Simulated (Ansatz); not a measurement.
Results of PBE0 in Ansatz (plane waves, PAW) for BN (Fmm2, No. 42, 2 atoms in the cell; start mp-685145; a measured phase of this formula has another space group).

Numerical settings: plane-wave cutoff 500 eV, 10×10×10 k mesh, gaussian smearing 0.02 eV, scalar-relativistic PAW data made under PBE.

Cell (relaxed with r²SCAN):

```
CELL_PARAMETERS angstrom
      0.00000     3.47850     2.16451
      1.25085     0.00000     2.16451
      1.25085     3.47850     0.00000
ATOMIC_POSITIONS crystal
  B  0.00008 0.00008 0.99992
  N  0.66662 0.66662 0.33338
```

Task: Predict the band gap.

Result: 
* **band gap**: 5.86 eV (on the SCF k mesh)

Note: cell and atoms aren't relaxed at this level (pressure -1.1 GPa); the cell has widely spaced layers and the level no dispersion term, so their spacing and the moduli can rest on weak binding.

Static lattice: no zero-point or thermal effects.

The result took about 100 core-seconds (a rough figure).

A start named mp-… is a Materials Project structure, which need not be a measured phase.

Ansatz is a quantum-chemistry and plane-wave program.
